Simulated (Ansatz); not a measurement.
Consider SiO₂ in the rutile structure (space group P4_2/mnm, No. 136).

```
SiO2
1.0
    4.19450     0.00000     0.00000
    0.00000     4.19450     0.00000
    0.00000     0.00000     2.67848
Si O
2 4
Cartesian
  0.00000   0.00000   0.00000
  2.09725   2.09725   1.33924
  1.28376   1.28376   0.00000
  3.38101   0.81349   1.33924
  0.81349   3.38101   1.33924
  2.91074   2.91074   0.00000
```

Method: Kohn–Sham DFT with the PBEsol functional, run in Ansatz (a quantum-chemistry and plane-wave program) with PAW and 420 eV plane waves, scalar-relativistic without spin-orbit coupling.

For the base:

- Electron mass: 0.37 mₑ along c, 0.47 mₑ across (at Γ)

Perturbation: every lattice vector is stretched by 1.80 %, atoms relaxed at fixed cell.

Problem. How does this affect the mean gap deformation potential ΔEg/Δln V, electron mass and energy relative to the base?

Solution. The mean gap deformation potential ΔEg/Δln V amounts to -15.6 eV; the electron mass becomes 0.34 mₑ along c, 0.42 mₑ across (at Γ) (base: 0.37 mₑ along c, 0.47 mₑ across (at Γ)); the energy rises by 20 meV/atom.

The cells carry an imposed strain or load. Effective masses come from finite differences of ±0.01 Å⁻¹. Whether these cells are dynamically stable was not tested.
